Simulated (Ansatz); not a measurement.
Results of LDA (Ansatz, a program for electronic structure, PAW) for AlB2-type MgB2.

Run with plane-wave cutoff 500 eV, 18×18×12 k mesh (along the axes of the cell as run), Fermi–Dirac smearing 0.05 eV, scalar-relativistic PAW data made under PBE.

Computed at the level's own relaxed cell.

Question: Estimate the equilibrium volume per atom, lattice constant a and c axis length that the calculation returns.

Answer: 
- equilibrium volume per atom = 9.19 Å³/atom
- lattice constant a = 3.036 Å
- c axis length = 3.452 Å

Measured, for comparison: lattice constant a 3.083 Å, lattice parameter c 3.521 Å (300 K, no zero-point or thermal correction; as tabulated in Loa et al. (2002), arXiv:cond-mat/0206051). Computed (rounded) less measured: lattice constant a -1.5 %, lattice parameter c -2.0 %. A static lattice is as a rule a little smaller and stiffer than an uncorrected measurement, which narrows the difference in the lattice constant a, lattice parameter c and would widen misses of the other sign.

Computed values are for the static lattice.
